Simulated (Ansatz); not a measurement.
Start from Ti₃AlC₂ (space group P6_3/mmc, No. 194; a = 3.051 Å, c = 18.500 Å). Axes: x lies along a and z along c of the hexagonal cell.

All numbers come from Kohn–Sham DFT with the PBEsol functional, run in Ansatz (an electronic-structure program) with PAW and 420 eV plane waves, spin-orbit coupling left out.

Before the change:

| Property | Value |
|---|---|
| Pressure | 0.0 GPa |
| Volume per atom | 12.43 Å³ |
| Band gap | zero |

Modification: tensile biaxial strain of 2.20 % in the plane normal to [001], as in epitaxy on a mismatched substrate; the out-of-plane cell vector and the atoms relax.

**Question.** Predict the new pressure.

**Answer.** The pressure (mean of the normal stresses, compression positive) goes from zero to -5.6 GPa.

**Question.** How does this affect the volume per atom?

**Answer.** The volume per atom grows by 0.418 Å³ (12.43 Å³ → 12.84 Å³).

**Question.** What happens to the band gap?

**Answer.** The band gap stays zero.

Without a gap, meshes like the base's 14×14×2 leave anisotropic stresses uncertain by several tenths of a GPa, and small strain energies with them. No phonon test of stability was made. The final runs are not spin-polarised.
